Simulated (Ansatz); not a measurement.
Worked example: self-consistent single point of Rb (Fd-3m, 2 atoms in the cell) in Ansatz (an electronic-structure program).

Level of theory: PBE (plane waves, PAW; Ansatz).

```
CELL_PARAMETERS angstrom
      0.00000     4.29915     4.29915
      4.29915     0.00000     4.29915
      4.29915     4.29915     0.00000
ATOMIC_POSITIONS crystal
  Rb 0.75000 0.75000 0.75000
  Rb 0.50000 0.50000 0.50000
```

Reference input (self-consistent single point, DFT, PBE, plane waves, default PAW files): basis.ecutwfc = 30.9 Ry; kpoints.mp_grid.grid = 9 9 9; hamiltonian.xc = pbe; hamiltonian.pseudopotentials = {kind: paw} (the program's default PAW files); scf.occupations.method = fermi_dirac; scf.occupations.width = 0.01 Ry. This run's input differs from it in these lines:

Ansatz 0.2 input:
```diff
@@ -12,3 +12,3 @@
   mp_grid:
-    grid: [9, 9, 9]
+    grid: [4, 4, 4]
 hamiltonian:
```

Output, abridged:

```
SCF iter   1: F=—  HF=-6533.902992 eV  |F-HF|=—  |Δ(HF+E_count)|=         —  Δρ=1.31e-3  dr2=1.26e-2  ethr=1.77e-3  ⟨swp⟩=7.0  Hψ=664  notcnv=0
all-band conjugate gradients solve this SCF's bands
preconditioner: auto → Kerker (q_TF=auto, 1.898 Å⁻¹)
SCF iter   2: F=—  HF=-6533.903941 eV  |F-HF|=—  |Δ(HF+E_count)|=   9.49e-4  Δρ=1.05e-3  dr2=8.74e-3  ethr=6.97e-5  ⟨swp⟩=2.0  Hψ=216  notcnv=0
SCF iter   3: F=—  HF=-6533.903011 eV  |F-HF|=—  |Δ(HF+E_count)|=   9.30e-4  Δρ=5.54e-4  dr2=2.41e-3  ethr=4.86e-5  ⟨swp⟩=1.2  Hψ=119  notcnv=0
SCF iter   4: F=—  HF=-6533.902410 eV  |F-HF|=—  |Δ(HF+E_count)|=   6.01e-4  Δρ=1.24e-4  dr2=5.97e-5  ethr=1.34e-5  ⟨swp⟩=2.2  Hψ=135  notcnv=0
SCF iter   5: F=—  HF=-6533.902473 eV  |F-HF|=—  |Δ(HF+E_count)|=   6.27e-5  Δρ=4.77e-5  dr2=4.35e-6  ethr=3.32e-7  ⟨swp⟩=2.0  Hψ=120  notcnv=0
SCF iter   6: F=—  HF=-6533.902483 eV  |F-HF|=—  |Δ(HF+E_count)|=   1.05e-5  Δρ=1.01e-5  dr2=2.03e-7  ethr=2.41e-8  ⟨swp⟩=2.6  Hψ=144  notcnv=0
SCF iter   7: F=-6533.902484 eV  HF=-6533.902484 eV  |F-HF|=1.26e-8  |Δ(HF+E_count)|=   2.96e-7  Δρ=4.81e-6  dr2=3.02e-8  ethr=5.56e-10  ⟨swp⟩=6.9  Hψ=563  notcnv=0
SCF 1 converged in 7 iterations: F = -6533.902484 eV  dr2 = 3.02e-8
Free energy (F): -6533.902484 eV
Internal energy: -6533.814303 eV  (E = F + TS)
E sigma→0 (E₀):  -6533.858393 eV
Entropy (-TS):   -0.088181 eV (-44.090 meV/atom)
Fermi energy:    2.675133 eV
--- Forces (eV/Å), atoms counted from 1 ---
  atom   1  Rb    -0.00000000     0.00000000     0.00000000
  atom   2  Rb    -0.00000000    -0.00000000     0.00000000
--- Stress (GPa, compression-positive) ---
        1.324471      -0.000000      -0.000000
        0.000000       1.324471       0.000000
       -0.000000      -0.000000       1.324471
  P = ⅓ Tr σ = 1.3245 GPa (13.245 kbar)
  The stress holds the Pulay correction. Without it, at fixed plane waves, as pw.x and ABINIT print it: P = 1.3243 GPa
```

The run converged in 7 iterations. Against the reference run the free energy goes down by 11.8 meV/atom and the pressure moves little (1.35 to 1.32 GPa).

The starting cell was generated: these elements placed on a structure prototype, without a prior relaxation; it need not be a known phase or ordering of this composition. Its lattice was rescaled by a random factor within 2.5 % of one. Ansatz's pressure includes its estimate of the finite-basis (Pulay) stress.
